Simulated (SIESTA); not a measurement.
SIESTA run on Ru3W (P6_3/mmc, 8 atoms in the cell): self-consistent single point.

Level of theory: LDA PW92, numerical atomic orbitals DZP, PseudoDojo LDA standard norm-conserving potentials (rewritten from UPF to PSML) (SIESTA).

The change in words: lattice scaled by 0.98. Reference geometry:
```yaml
crystal:
  lattice:
    - [5.48625, 0.00000, 0.00000]
    - [-2.74313, 4.75124, 0.00000]
    - [0.00000, 0.00000, 4.36588]
  atoms:
    - { symbol: Ru, position: [0.16631, 0.33263, 0.25000] }
    - { symbol: Ru, position: [0.83369, 0.66737, 0.75000] }
    - { symbol: Ru, position: [0.83369, 0.16631, 0.75000] }
    - { symbol: Ru, position: [0.16631, 0.83369, 0.25000] }
    - { symbol: Ru, position: [0.66737, 0.83369, 0.25000] }
    - { symbol: Ru, position: [0.33263, 0.16631, 0.75000] }
    - { symbol: W, position: [0.33333, 0.66667, 0.75000] }
    - { symbol: W, position: [0.66667, 0.33333, 0.25000] }
```

Reference input (self-consistent single point, DFT, LDA PW92, numerical atomic orbitals DZP, PseudoDojo LDA standard norm-conserving potentials (rewritten from UPF to PSML)): XC.functional = LDA; XC.authors = PW92; potentials = PseudoDojo LDA standard; PAO.BasisSize = DZP; PAO.EnergyShift = 0.005 Ry; MeshCutoff = 350 Ry; kgrid.MonkhorstPack = 4 4 5; OccupationFunction = MP; OccupationMPOrder = 0; ElectronicTemperature = 0.136 eV; MaxSCFIterations = 150; SCF.Mixer.Method = Broyden. This run's input differs from it in these lines:

```diff
@@ -10,7 +10,7 @@
 %endblock ChemicalSpeciesLabel
-LatticeConstant              5.486253 Ang
+LatticeConstant              5.376528 Ang
 %block LatticeVectors
      1.000000000    0.000000000    0.000000000
-    -0.499999909    0.866025500    0.000000000
-     0.000000000    0.000000000    0.795784664
+    -0.499999814    0.866025435    0.000000000
+     0.000000000    0.000000000    0.795784566
 %endblock LatticeVectors
@@ -18,10 +18,10 @@
 %block AtomicCoordinatesAndAtomicSpecies
-     0.000000030    0.288066062    0.198946166  1
-     0.500000061    0.577959438    0.596838498  1
-     0.750527515    0.144033031    0.596838498  1
-    -0.250527424    0.721992469    0.198946166  1
-     0.250527576    0.721992469    0.198946166  1
-     0.249472515    0.144033031    0.596838498  1
-    -0.000000439    0.577350622    0.596838498  2
-     0.500000530    0.288674878    0.198946166  2
+     0.000000062    0.288066040    0.198946141  1
+     0.500000124    0.577959395    0.596838424  1
+     0.750527531    0.144033020    0.596838424  1
+    -0.250527345    0.721992415    0.198946141  1
+     0.250527655    0.721992415    0.198946141  1
+     0.249472531    0.144033020    0.596838424  1
+    -0.000000376    0.577350579    0.596838424  2
+     0.500000562    0.288674856    0.198946141  2
 %endblock AtomicCoordinatesAndAtomicSpecies
```

Log, with long lists cut:

```
        iscf     Eharris(eV)        E_KS(eV)     FreeEng(eV)     dDmax    Ef(eV) dHmax(eV)
   scf:    1   -20519.375291   -20624.922041   -20624.986964  1.096582 -3.353981  8.589260
   scf:    2   -20639.590001   -20633.684133   -20633.734376  0.339735 -3.727373  5.185557
   scf:    3   -20639.280727   -20636.977640   -20637.042256  0.235298 -4.123005  4.408201
   scf:    4   -20640.656422   -20639.417900   -20639.490561  0.296061 -4.780633  0.293954
   scf:    5   -20639.450549   -20639.435769   -20639.508931  0.007348 -4.780179  0.224164
   [... 3 lines left out ...]
   scf:    9   -20639.445228   -20639.445228   -20639.519157  0.000287 -4.806534  0.002833
   scf:   10   -20639.445227   -20639.445228   -20639.519162  0.000198 -4.806754  0.001608
   scf:   11   -20639.445221   -20639.445225   -20639.519164  0.000239 -4.807123  0.000829
   scf:   12   -20639.445222   -20639.445223   -20639.519164  0.000077 -4.807234  0.000504
SCF Convergence by DM+H criterion
max |DM_out - DM_in|         :     0.0000773404
max |H_out - H_in|      (eV) :     0.0005040076
SCF cycle converged after 12 iterations

Using DM_out to compute the final energy and forces

siesta: E_KS(eV) =           -20639.4452

siesta: E_KS - E_eggbox =    -20639.4452

siesta: Atomic forces (eV/Ang):
     1    0.000013    0.012654   -0.000000
     2   -0.000013   -0.012654   -0.000000
     3   -0.010943    0.006318   -0.000000
     4    0.010943   -0.006318   -0.000000
     5   -0.010953   -0.006340    0.000000
     6    0.010953    0.006340    0.000000
     7    0.000035   -0.000020   -0.000000
     8   -0.000035    0.000020   -0.000000
   Tot    0.000000    0.000000   -0.000000
   Max    0.012654
   Res    0.006324    sqrt( Sum f_i^2 / 3N )
   Max    0.012654    constrained

   [... lines left out ...]
siesta: FreeEng =    -20639.519164
   [... lines left out ...]
siesta:    -0.075016    0.000000    0.000000
siesta:     0.000000   -0.075016   -0.000000
siesta:     0.000000   -0.000000   -0.056530

siesta: Cell volume =        107.110463 Ang**3

siesta: Pressure (static):
siesta:                Solid            Molecule  Units
siesta:           0.00074992          0.00075392  Ry/Bohr**3
siesta:           0.06885405          0.06922182  eV/Ang**3
siesta:         110.31634452        110.90558790  kBar
```

The run converged in 12 iterations. Against the reference run the free energy drops by 2.2 meV/atom, the pressure goes from -10.57 to 11.03 GPa and the largest force goes from 0.063 to 0.013 eV/Å.

The starting cell comes from a database of computed structures (which also holds hypothetical and non-ambient phases and stackings), without a prior relaxation at this level. Its lattice was rescaled by a random factor within 2.5 % of one. For this run, on top of that: lattice scaled by 0.98. Spin polarisation is off. Values carry the incompleteness of an atom-centred basis. With a pressure of about 11 GPa the cell is away from its equilibrium volume at this level.

Cost on one core of a shared machine: roughly 2 min.
